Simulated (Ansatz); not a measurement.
Cells marked so need not be the phases stable at ambient conditions, and some may be hypothetical.

By PBEsol, each system below comes out a metal.

G/A = (e²/h) × open channels of both spins per area, as a mean over 0.1 eV about the Fermi level, without spin-orbit coupling, for the cells as given.

A. LaSiPt3 (P4mm, not sure to be the ambient phase, 5 atoms a cell, 18.7 Å³ an atom, -3 GPa at this level), current normal to (100)
B. Sc(CoSi)₂ (I4/mmm, not sure to be the ambient phase, 5 atoms a cell, 13.4 Å³ an atom, -2 GPa at this level), current normal to (001)
C. TaRu (P4/mmm, not sure to be the ambient phase, 2 atoms a cell, 15.8 Å³ an atom, -5 GPa at this level), current normal to (111)

Q: Order them by ballistic conductance per area (lowest first) at the level PBEsol in Ansatz (an electronic-structure program).

A: A (0.50 × 10¹⁵ S/m²), B (0.64 × 10¹⁵ S/m²), C (1.3 × 10¹⁵ S/m²)
